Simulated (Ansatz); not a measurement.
MoSi2 under load (space group I4/mmm): band-structure transport figures

Here is the system:

```yaml
crystal:
  lattice:
    - [-1.60150, 1.60150, 3.90483]
    - [1.60150, -1.60150, 3.90483]
    - [1.60150, 1.60150, -3.90483]
  atoms:
    - { symbol: Si, position: [0.66489, 0.66489, 0.00000] }
    - { symbol: Si, position: [0.33511, 0.33511, 0.00000] }
    - { symbol: Mo, position: [0.00000, 0.00000, 0.00000] }
```

Level of theory: PBEsol, rigid bands (plane waves, PAW, scalar-relativistic; Ansatz, a program for electronic structure). Condition of this run: biaxial stress xx = yy = -2 GPa (compression positive) (the target of the relaxation). Geometry: cell and atoms relaxed with PBEsol, then loaded as said.

```json
{
 "density of states at the Fermi level": "0.241 states/(eV·cell), both spins",
 "bare Sommerfeld coefficient": "0.190 mJ/(mol of atoms·K²)",
 "drude_plasma_energy": "2.2 (x), 2.2 (y), 2.7 (z) eV",
 "root-mean-square Fermi velocity": "6.0e5 m/s",
 "resistivity times τ": "102 (x), 102 (y), 66 (z) ×10⁻²² Ω·m·s"
}
```

A metal at this level (no band gap); rigid bands, thermally averaged at 300 K, both spins. Spin-orbit coupling is left out. τ is one relaxation time for all states.
